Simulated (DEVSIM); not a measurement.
Structure: Ru/SiON/p-Si capacitor, at 300 K.

Layer 1 from the left is SiON, thickness (nm) 22.0. Layer 2 from the left is Si, thickness (nm) 2000, Na (cm⁻³) 1.7e17.

Metal gate on the left, work function 4.7 eV. Fixed charge at the semiconductor interface 1.3e11 cm⁻² (in units of +e); no interface traps.

The device is made up for the run: typed textbook-type constants, with dimensions and the other settings drawn at random. Values at 300 K.

SiON: gap (eV) 7, affinity (eV) 1.4, permittivity 5.5. Si: gap (eV) 1.124, affinity (eV) 4.05, permittivity 11.7, Nc (cm⁻³) 2.86e19, Nv (cm⁻³) 3.1e19.

Model (solved in DEVSIM): 1D Poisson equation in equilibrium, Boltzmann statistics, complete ionisation; no quantum confinement or tunnelling. Metal contacts follow the ideal Schottky-Mott rule: no Fermi-level pinning, no interface dipoles.

What does the simulation give for the flat-band voltage, the minimum of the low-frequency capacitance?

flat-band voltage -0.43 V; minimum of the low-frequency capacitance 0.0867 μF/cm².
